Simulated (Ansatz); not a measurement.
Functionals compared on a constructed model of the (111) surface of fcc Au, a pseudomorphic layer of Fe in the host's stacking (bottom of the slab: a bare face, its two planes held), in Ansatz (plane waves, PAW). The structure was relaxed with PBE; the other rows are single points on it. Cutoff 420 eV.

Model: 7-atom slab, 14.2 Å thick at the start, 15x15x1 mesh, Fermi-Dirac 0.1 eV, dipole correction, 2 atoms held, the rest relaxed; symmetry of the start imposed; spin-polarised, ending with about 3.0 μB a cell; orders that need a larger cell were not tried, no spin-orbit, no U. In PBE it is, or lies within 0.01 eV a 1x1 cell of, the lowest of the 2 structures of its composition computed so far; larger cells were not tried. These notes are the PBE run's.

```csv
functional,work function of the top face (eV),magnetic moment of the cell (μB),rough cost of the single point
PBE,4.39,3.04,–
RPBE,4.22,3.05,around 110 core-seconds (rough)
```

Ansatz is a quantum-chemistry and plane-wave program.
